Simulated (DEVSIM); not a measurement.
Device: Mo/SiO2/p-Si capacitor, at 400 K.

```
layer (left to right)  material  thickness (nm)  Na (cm⁻³)
---------------------  --------  --------------  ---------
1                          SiO2            15.0          -
2                            Si             960     3.6e17
```

Metal gate on the left, work function 4.6 eV. Fixed charge at the semiconductor interface 0 cm⁻² (in units of +e); no interface traps.

Constants are typed, rounded textbook-type inputs, not results; the design itself was drawn at random and stands for no fabricated device. Values at 300 K; Nc and Nv go as T^1.5, mobilities as T to minus their exponent, the gap by Varshni's rule with the affinity fixed.

| parameter | SiO2 | Si |
|---|---|---|
| gap (eV) | 9 | 1.124 |
| affinity (eV) | 0.9 | 4.05 |
| permittivity | 3.9 | 11.7 |
| Nc (cm⁻³) | - | 2.86e19 |
| Nv (cm⁻³) | - | 3.1e19 |
| Varshni α (eV/K) | - | 0.000473 |
| Varshni β (K) | - | 636 |

DEVSIM, 1D Poisson equation in equilibrium, Boltzmann statistics, complete ionisation; no quantum confinement or tunnelling. Metal contacts follow the ideal Schottky-Mott rule: no Fermi-level pinning, no interface dipoles.

**Question.** Tabulate band edges, carrier densities and field at 1.0 V on the gate.

**Answer.** Energies count from the Fermi level of the right contact; mesh points crowd at the junctions.

| x (μm) | Ec (eV) | Ev (eV) | n (cm⁻³) | p (cm⁻³) | field (V/cm) |
|---|---|---|---|---|---|
| 0.000 | 2.700 | -6.300 | < 1e2 | < 1e2 | 630000 |
| 0.001134 | 2.772 | -6.228 | < 1e2 | < 1e2 | 630000 |
| 0.003333 | 2.910 | -6.090 | < 1e2 | < 1e2 | 630000 |
| 0.007206 | 3.155 | -5.845 | < 1e2 | < 1e2 | 630000 |
| 0.01215 | 3.467 | -5.533 | < 1e2 | < 1e2 | 630000 |
| 0.01413 | 3.591 | -5.409 | < 1e2 | < 1e2 | 630000 |
| 0.01512 | 0.499 | -0.597 | 2.3e13 | 1.4e12 | 210000 |
| 0.01716 | 0.540 | -0.556 | 6.8e12 | 4.7e12 | 200000 |
| 0.02082 | 0.609 | -0.487 | 9.3e11 | 3.5e13 | 180000 |
| 0.02804 | 0.723 | -0.373 | 3.4e10 | 9.5e14 | 140000 |
| 0.04273 | 0.867 | -0.229 | 5.2e8 | 6.1e16 | 60000 |
| 0.09088 | 0.928 | -0.169 | 9.0e7 | 3.6e17 | 230 |
| 0.1706 | 0.928 | -0.168 | 9.0e7 | 3.6e17 | ≈ 0 |
| 0.3327 | 0.928 | -0.168 | 9.0e7 | 3.6e17 | ≈ 0 |
| 0.6961 | 0.928 | -0.168 | 9.0e7 | 3.6e17 | ≈ 0 |
| 0.8385 | 0.928 | -0.168 | 9.0e7 | 3.6e17 | ≈ 0 |
| 0.9085 | 0.928 | -0.168 | 9.0e7 | 3.6e17 | ≈ 0 |
| 0.9440 | 0.928 | -0.168 | 9.0e7 | 3.6e17 | ≈ 0 |
| 0.9637 | 0.928 | -0.168 | 9.0e7 | 3.6e17 | ≈ 0 |
| 0.9700 | 0.928 | -0.168 | 9.0e7 | 3.6e17 | ≈ 0 |
| 0.9732 | 0.928 | -0.168 | 9.0e7 | 3.6e17 | ≈ 0 |
| 0.9750 | 0.928 | -0.168 | 9.0e7 | 3.6e17 | ≈ 0 |
